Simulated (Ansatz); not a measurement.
## The (221) surface of fcc Cu in its 1x1 cell, outermost plane spacing 0.60 Å in the ideal cut

Method: PBE (plane waves to 420 eV, PAW; Ansatz, a program for electronic structure).

Slab: 18 atoms, 10.3 Å thick at the start (thin: gaps and levels are the slab's own); k 15x5x1, smearing 0.1 eV, dipole-corrected; all atoms relaxed; held to the start's symmetry, so lower structures may exist; no spin, no spin-orbit, no U.

* **surface energy (mean of both faces)**: 1.49 J/m²
* **surface energy before relaxation**: 1.52 J/m²
* **work function of the top face**: 4.52 eV
* **energy released by relaxation**: 0.082 eV
* **cost**: about 19 core-minutes (a rough figure)
